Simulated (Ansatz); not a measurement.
Defect migration in wurtzite AlN: interstitial Si, charge state +2. Method: PBE, PAW (plane waves to 420 eV; Ansatz, a first-principles code).

72-site cell at the relaxed PBE lattice, the Γ point alone, smearing 0.01 eV, spin-restricted, no finite-size correction. Static, classical nuclei. The charge state is imposed; whether it is stable for some Fermi level was not computed. Sites that were not tried may lie lower.

Barriers: single points on a 2×2×2 k-point mesh shifted by half a step along c at the bands' geometries (they differ from the bands' own by up to 0.06 eV, and are uncertain by about as much).

Relaxed starting cell (atoms counted from 1):

```yaml
crystal:
  lattice:
    - [9.39076, 0.00000, 0.00000]
    - [-4.69538, 8.13264, 0.00000]
    - [0.00000, 0.00000, 10.03632]
  atoms:
    - { symbol: Al, position: [0.24450, 0.12239, 0.27204] }
    - { symbol: Al, position: [0.22861, 0.11457, 0.73823] }
    - { symbol: Al, position: [0.22280, 0.44610, 0.24874] }
    - { symbol: Al, position: [0.22366, 0.44796, 0.74780] }
    - { symbol: Al, position: [0.22277, 0.77706, 0.24880] }
    - { symbol: Al, position: [0.22371, 0.77603, 0.74771] }
    - { symbol: Al, position: [0.55543, 0.11123, 0.24840] }
    - { symbol: Al, position: [0.55547, 0.11136, 0.75073] }
    - { symbol: Al, position: [0.55542, 0.44447, 0.24840] }
    - { symbol: Al, position: [0.55545, 0.44442, 0.75078] }
    - { symbol: Al, position: [0.55350, 0.77691, 0.24861] }
    - { symbol: Al, position: [0.55187, 0.77611, 0.74795] }
    - { symbol: Al, position: [0.87764, 0.12209, 0.27113] }
    - { symbol: Al, position: [0.88523, 0.11412, 0.73885] }
    - { symbol: Al, position: [0.88860, 0.44444, 0.24844] }
    - { symbol: Al, position: [0.88841, 0.44435, 0.75067] }
    - { symbol: Al, position: [0.87759, 0.75569, 0.27143] }
    - { symbol: Al, position: [0.88509, 0.77136, 0.73868] }
    - { symbol: Al, position: [0.11265, 0.22609, 0.50396] }
    - { symbol: Al, position: [0.10842, 0.21722, 0.96739] }
    - { symbol: Al, position: [0.11048, 0.55540, 0.49844] }
    - { symbol: Al, position: [0.10975, 0.55510, 0.99814] }
    - { symbol: Al, position: [0.11267, 0.88694, 0.50400] }
    - { symbol: Al, position: [0.10835, 0.89157, 0.96659] }
    - { symbol: Al, position: [0.45177, 0.22605, 0.50334] }
    - { symbol: Al, position: [0.44627, 0.22330, 0.99649] }
    - { symbol: Al, position: [0.44441, 0.55541, 0.49843] }
    - { symbol: Al, position: [0.44458, 0.55494, 0.99813] }
    - { symbol: Al, position: [0.44442, 0.88932, 0.49843] }
    - { symbol: Al, position: [0.44454, 0.88998, 0.99814] }
    - { symbol: Al, position: [0.77394, 0.22584, 0.50321] }
    - { symbol: Al, position: [0.77653, 0.22327, 0.99647] }
    - { symbol: Al, position: [0.77387, 0.54831, 0.50326] }
    - { symbol: Al, position: [0.77654, 0.55360, 0.99649] }
    - { symbol: Al, position: [0.77360, 0.88698, 0.50395] }
    - { symbol: Al, position: [0.78198, 0.89115, 0.96895] }
    - { symbol: N, position: [0.22558, 0.11300, 0.45428] }
    - { symbol: N, position: [0.23431, 0.11743, 0.92593] }
    - { symbol: N, position: [0.22169, 0.44391, 0.43836] }
    - { symbol: N, position: [0.22194, 0.44460, 0.94051] }
    - { symbol: N, position: [0.22169, 0.77810, 0.43848] }
    - { symbol: N, position: [0.22193, 0.77773, 0.94043] }
    - { symbol: N, position: [0.55520, 0.11084, 0.43833] }
    - { symbol: N, position: [0.55524, 0.11096, 0.94156] }
    - { symbol: N, position: [0.55519, 0.44467, 0.43831] }
    - { symbol: N, position: [0.55523, 0.44460, 0.94158] }
    - { symbol: N, position: [0.55591, 0.77811, 0.43816] }
    - { symbol: N, position: [0.55485, 0.77760, 0.94064] }
    - { symbol: N, position: [0.88686, 0.11272, 0.45346] }
    - { symbol: N, position: [0.88249, 0.11679, 0.92665] }
    - { symbol: N, position: [0.88894, 0.44462, 0.43837] }
    - { symbol: N, position: [0.88880, 0.44457, 0.94150] }
    - { symbol: N, position: [0.88677, 0.77437, 0.45373] }
    - { symbol: N, position: [0.88232, 0.76591, 0.92646] }
    - { symbol: N, position: [0.10227, 0.20450, 0.20258] }
    - { symbol: N, position: [0.11182, 0.22451, 0.69306] }
    - { symbol: N, position: [0.11077, 0.55556, 0.18960] }
    - { symbol: N, position: [0.11029, 0.55530, 0.68938] }
    - { symbol: N, position: [0.10226, 0.89795, 0.20330] }
    - { symbol: N, position: [0.11183, 0.88773, 0.69320] }
    - { symbol: N, position: [0.44594, 0.22311, 0.18982] }
    - { symbol: N, position: [0.45041, 0.22537, 0.68949] }
    - { symbol: N, position: [0.44424, 0.55546, 0.18960] }
    - { symbol: N, position: [0.44446, 0.55533, 0.68942] }
    - { symbol: N, position: [0.44421, 0.88907, 0.18958] }
    - { symbol: N, position: [0.44448, 0.88947, 0.68940] }
    - { symbol: N, position: [0.77677, 0.22311, 0.18974] }
    - { symbol: N, position: [0.77463, 0.22516, 0.68952] }
    - { symbol: N, position: [0.77677, 0.55394, 0.18977] }
    - { symbol: N, position: [0.77456, 0.54965, 0.68952] }
    - { symbol: N, position: [0.79547, 0.89782, 0.20109] }
    - { symbol: N, position: [0.77508, 0.88776, 0.69284] }
    - { symbol: Si, position: [0.00099, 0.00028, 0.13082] }
```
Cell charge +2.

End state 1 differs by these moves (Å; atoms that move under 0.08 Å are left out):

```json
[
 {"atom": "1", "element": "Al", "Δx": "-0.20", "Δy": "-0.11", "Δz": "-0.58"},
 {"atom": "2", "element": "Al", "Δx": "-0.02", "Δy": "-0.01", "Δz": "0.15"},
 {"atom": "13", "element": "Al", "Δx": "0.19", "Δy": "-0.11", "Δz": "-0.55"},
 {"atom": "14", "element": "Al", "Δx": "0.02", "Δy": "-0.01", "Δz": "0.15"},
 {"atom": "17", "element": "Al", "Δx": "0.00", "Δy": "0.21", "Δz": "-0.52"},
 {"atom": "18", "element": "Al", "Δx": "0.00", "Δy": "0.02", "Δz": "0.15"},
 {"atom": "19", "element": "Al", "Δx": "0.00", "Δy": "0.16", "Δz": "0.18"},
 {"atom": "20", "element": "Al", "Δx": "0.00", "Δy": "0.10", "Δz": "0.20"},
 {"atom": "23", "element": "Al", "Δx": "0.13", "Δy": "-0.07", "Δz": "0.17"},
 {"atom": "24", "element": "Al", "Δx": "0.08", "Δy": "-0.05", "Δz": "0.22"},
 {"atom": "35", "element": "Al", "Δx": "-0.12", "Δy": "-0.07", "Δz": "0.16"},
 {"atom": "36", "element": "Al", "Δx": "-0.07", "Δy": "-0.05", "Δz": "0.20"},
 {"atom": "37", "element": "N", "Δx": "-0.15", "Δy": "-0.08", "Δz": "0.00"},
 {"atom": "38", "element": "N", "Δx": "-0.07", "Δy": "-0.04", "Δz": "0.17"},
 {"atom": "49", "element": "N", "Δx": "0.15", "Δy": "-0.08", "Δz": "-0.01"},
 {"atom": "50", "element": "N", "Δx": "0.07", "Δy": "-0.04", "Δz": "0.16"},
 {"atom": "53", "element": "N", "Δx": "0.00", "Δy": "0.18", "Δz": "-0.05"},
 {"atom": "54", "element": "N", "Δx": "0.00", "Δy": "0.08", "Δz": "0.16"},
 {"atom": "55", "element": "N", "Δx": "-0.01", "Δy": "0.25", "Δz": "-0.28"},
 {"atom": "56", "element": "N", "Δx": "0.00", "Δy": "0.01", "Δz": "0.11"},
 {"atom": "59", "element": "N", "Δx": "0.20", "Δy": "-0.13", "Δz": "-0.28"},
 {"atom": "60", "element": "N", "Δx": "0.01", "Δy": "-0.01", "Δz": "0.10"},
 {"atom": "71", "element": "N", "Δx": "-0.20", "Δy": "-0.12", "Δz": "-0.25"},
 {"atom": "72", "element": "N", "Δx": "0.00", "Δy": "0.00", "Δz": "0.10"},
 {"atom": "73", "element": "Si", "Δx": "0.00", "Δy": "0.02", "Δz": "2.50"}
]
```

### Question
Predict the forward and backward barriers to end state 1 from PBE, PAW.

### Answer
forward 2.43 eV, backward 2.42 eV; at the saddle point atom 73 has neighbours Al at 2.14, Al at 2.18; N at 1.69, N at 1.83 Å. The saddle point's order was not checked.
